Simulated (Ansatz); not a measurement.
The parent structure is SrTe in the rock salt structure (space group Fm-3m, No. 225; a = 6.719 Å).

Modification: an isotropic linear strain of +1.50 %; the atoms relax in the strained cell.

All numbers come from Ansatz (a quantum-chemistry and plane-wave program) PBE, no spin-orbit coupling.

Base, band edges from the VBM (valence, conduction): X -0.72, 1.78; W -1.46, 3.94; L -1.05, 3.85; Γ 0.00, 2.75; K -0.92, 2.84; U -0.92, 2.84 eV.

Question: Give the band edges at the high-symmetry points of the new zone, measured from its valence-band maximum.

Answer: 
```
point  valence edge (eV)  conduction edge (eV)
-----  -----------------  --------------------
Γ                   0.00                  2.56
X                  -0.69                  1.89
U                  -0.86                  2.88
K                  -0.86                  2.88
L                  -0.96                  3.80
W                  -1.37                  3.92
```

The gap is 1.89 eV, indirect, Γ → X.

With Te present, leaving out spin-orbit coupling can change the band edges. Stability against distortions was not tested.
